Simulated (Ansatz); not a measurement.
# TiAl, pressure series

Start from TiAl (space group P4/mmm, No. 123; a = 2.8130 Å, c = 4.0585 Å).

Cell and atoms are relaxed at each pressure.

Method: Kohn–Sham DFT with the r2SCAN functional, run in Ansatz (a first-principles code) with PAW and 500 eV plane waves, without spin-orbit coupling.

Two rows of this table had their results exchanged by mistake.

| pressure | volume per atom (Å³) | shortest distance (Å) | band gap |
|---|---|---|---|
| pressure −2 GPa | 14.50 | 2.719 | zero |
| pressure −1 GPa | 16.19 | 2.821 | zero |
| pressure 0.9 GPa | 15.94 | 2.806 | zero |
| pressure 2.1 GPa | 15.79 | 2.798 | zero |
| pressure 4.5 GPa | 15.51 | 2.781 | zero |
| pressure 9 GPa | 15.04 | 2.753 | zero |
| pressure 15 GPa | 16.33 | 2.829 | zero |
| pressure 22.5 GPa | 13.93 | 2.683 | zero |
| pressure 30 GPa | 13.45 | 2.651 | zero |

Problem. Which two?

Solution. The rows for pressure −2 GPa and pressure 15 GPa: the volume has to fall steadily with pressure, so 16.33 Å³ belongs to pressure −2 GPa and 14.50 Å³ to pressure 15 GPa.

Load acts through the strain it causes; cell and atoms are relaxed under it. No phonon test of stability was made. No other phases were tried under pressure. All final runs are without spin polarisation.
